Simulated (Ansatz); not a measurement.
Si under load (space group Fd-3m), Ansatz (a first-principles code) with r2SCAN with spin-orbit coupling, rigid bands. Condition of this run: hydrostatic pressure of -3.6 GPa (compression positive) (the target of the relaxation). Band gap 0.82 eV, N_c = 2.98e19 cm⁻³ and N_v = 2.02e19 cm⁻³ at 300 K, conductivity masses of 0.284 mₑ (electrons) and 0.351 mₑ (holes). Take k_BT = 0.02585 eV.

A film of it is 5 nm thick. Estimate the confinement energies in an infinite well.

ħ²π²/(2m t²) = 0.376 eV·nm²/(m/mₑ × t²) gives 53.0 meV for electrons and 42.9 meV for holes, so the gap would widen to about 0.92 eV. Finite barriers and nonparabolic bands lower this, and with several valleys or bands the heaviest mass along the normal sets the lowest level, not this average.

Find the intrinsic carrier density and the intrinsic Fermi level.

n_i = √(N_c N_v) exp(−E_g/2k_BT) = 2.45e19 × exp(−15.86) = 3.2e12 cm⁻³. The level lies (k_BT/2) ln(N_v/N_c) = -5 meV from mid-gap (positive towards the conduction band). Each 0.1 eV added to the gap lowers n_i by a factor of 6.9.

What thermal injection velocity √(2k_BT/πm) limits a ballistic channel?

1.01e7 cm/s for electrons and 9.08e6 cm/s for holes, a ratio of √(m_h/m_e) = 1.11, for dilute carriers.

Rigid bands with the computed gap; masses take one relaxation time for all states. Geometry: cell and atoms relaxed with PBEsol.
